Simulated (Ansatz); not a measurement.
Results of PBEsol in Ansatz (PAW) for Co₃CuB (model structure, started from the Mn3GaN type, Pm-3m, No. 221, 5 atoms in the cell).

Output (set-up and result lines):

```
WARN output.stress: scf.convergence.dr2_threshold = 1e-7 eV (the SCF's general default) is looser than the 5e-10 eV advised for a printed stress (1e-10 eV for …
Relaxation: its limit of steps is 80 (relax.max_steps)
Crystal: 5 atoms, lattice volume = 52.789 Å³
Basis set: ecut = 520 eV, 1365 PW (Γ), exchange–correlation on 60×60×60 points (8 copies of the dense FFT grid, shifted against one another)
Bands: 50, of which v1, the nominal top of the filled ones, is band 37 counted from 1 (36 counted from 0)
Symmetry: 48 space group operations
Space group: Pm-3m (ITA 221), of the structure as read, at distance tolerance 3.8e-5 Å
k-points: 120 of 2744
Initial density: superposition of atomic densities (chi_scale 0.1, normalization cell)
Functional: x = pbesol(κ = 0.804, μ = 0.12345679012345678), c = pbesol(β = 0.046)
spin=Collinear: Kerker preconditioning applied to the charge; magnetization (m = ρ↑ − ρ↓) channel mixes plain (no charge-response kernel on spin).
SCF 1 converged in 19 iterations: F = -22019.513237 eV  dr2 = 2.68e-8
relax step   1: F+E_penalty+E_count = -22019.51323680 eV  Δ(F+E_penalty+E_count) = +0.000e0 eV  max|allowed force component| = 7.228e-28 eV/Å  Δτ_max = 0.0000 Å  (19 SCF iters, accepted)
SCF converged after 19 iterations
Magnetization: 3.0803 μB (38.0402 up, 34.9598 down)
Free energy (F): -22019.513237 eV
Internal energy: -22019.474908 eV  (E = F + TS)
E sigma→0 (E₀):  -22019.494073 eV
Fermi energy:    16.070799 eV
--- Forces (eV/Å), atoms counted from 1 ---
  atom   1  Co    -0.00000000     0.00000000     0.00000000
  atom   2  Co    -0.00000000     0.00000000    -0.00000000
  atom   3  Co    -0.00000000     0.00000000     0.00000000
  atom   4  Cu     0.00000000     0.00000000     0.00000000
  atom   5  B     -0.00000000     0.00000000    -0.00000000
--- Stress (GPa, compression-positive) ---
       -3.944541      -0.000000       0.000000
       -0.000000      -3.944541       0.000000
        0.000000       0.000000      -3.944541
  P = ⅓ Tr σ = -3.9445 GPa (-39.445 kbar)
```

Write an input file that could have produced this run (the log leaves some choices open).

One answer among several that fit: 
Ansatz 0.2 input:
```yaml
crystal:
  lattice:
    - [3.7513010597, 0.0, 0.0]
    - [0.0, 3.7513010597, 0.0]
    - [0.0, 0.0, 3.7513010597]
  atoms:
    - { symbol: Co, position: [0.5, 0.5, 0.0], spin: 3.0 }
    - { symbol: Co, position: [0.0, 0.5, 0.5], spin: 3.0 }
    - { symbol: Co, position: [0.5, 0.0, 0.5], spin: 3.0 }
    - { symbol: Cu, position: [0.0, 0.0, 0.0], spin: 0.0 }
    - { symbol: B, position: [0.5, 0.5, 0.5], spin: 0.0 }
basis:
  ecutwfc: 520
  ecutrho_ratio: 4
  xc_grid: 2
kpoints:
  mp_grid: { grid: [14, 14, 14] }
hamiltonian:
  xc: pbesol
  dispersion: none
  pseudopotentials: { kind: paw }
scf:
  occupations: { method: fermi_dirac, width: 0.05 }
output:
  forces: true
  stress: true
  eigenvalues: true
magnetization:
  spin_polarized: true
relax:
  f_tol: 0.004
  escape_saddle: false
  max_steps: 80
```

The cell is one volume of an energy–volume scan, off the minimum.

The PAW data were made under PBE.

The run is spin-polarised with parallel starting moments, which need not be the measured order.

Note: the magnetic order was assumed, not searched for or taken from measurement. Note: the moments ended far under their starting size, a low-moment state that need not be the lowest. Note: the relaxation could raise the start's symmetry but not lower it, so the cell can be a saddle point.

The result took very roughly 120 core-seconds.

A model structure was made by putting elements into a prototype or built by hand; it is no filed structure, need not be a known phase, and can be a saddle point held by its symmetry.

Ansatz is a first-principles code.
